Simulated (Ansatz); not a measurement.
Here is the system:

```xyz
2
Lattice="3.9537 0.0000 0.0000 0.0000 3.9537 0.0000 0.0000 0.0000 3.8815" Properties=species:S:1:pos:R:3 pbc="T T T"
Tl     0.0000     0.0000     0.0000
Br     1.9768     1.9768     1.9407
```

No spin polarisation.

Computed with Kohn–Sham DFT with the PBEsol functional, run in Ansatz (a quantum-chemistry and plane-wave program) with PAW and 420 eV plane waves, no SOC. Γ-centred 9×9×9 mesh, Fermi–Dirac width 0.05 eV.

Q: What is the computed band gap?

A: 1.53 eV.

Q: What smallest direct gap does the calculation give?

A: 1.59 eV.

With Tl present, leaving out spin-orbit coupling can change the band edges. The cells carry an imposed strain or load. Whether these cells are dynamically stable was not tested. The cell was made from TlBr in the CsCl type structure (space group Pm-3m, No. 221) by this change: biaxial strain +1.00 %, plane normal [001], relaxed out of plane.
